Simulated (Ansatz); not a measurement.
# Sc₂Al (model structure, started from the MoSi2 type, I4/mmm, No. 139, 3 atoms in the cell): properties by level of theory

```tsv
level (code)	equilibrium lattice constant a (Å)	lattice parameter c (Å)	cohesive energy (eV/atom)
LDA (Ansatz)	3.089	12.481	…
PBE (Ansatz)	…	12.733	4.20
PBEsol (Ansatz)	…	12.609	4.61
r²SCAN (Ansatz)	…	…	4.19
```

Problem. Fill in the missing entries.

Solution. 
- LDA (Ansatz, a program for electronic structure), cohesive energy (eV/atom): 4.92
- PBE (Ansatz), equilibrium lattice constant a (Å): 3.170
- PBEsol (Ansatz), equilibrium lattice constant a (Å): 3.132
- r²SCAN (Ansatz), equilibrium lattice constant a (Å): 3.145
- r²SCAN (Ansatz), lattice parameter c (Å): 12.899

Ansatz's density-functional and Hartree–Fock values are scalar-relativistic unless marked +SOC, with PAW data made under PBE.

The crystal itself was run without spin with LDA, PBE, PBEsol, r²SCAN; a magnetic state was not tried in these runs.

Free atoms are spin-polarised, in the lowest state found; at levels without +SOC their spin–orbit coupling is left out.

A model structure was made by putting elements into a prototype or built by hand; it is no filed structure, need not be a known phase, and can be a saddle point held by its symmetry.
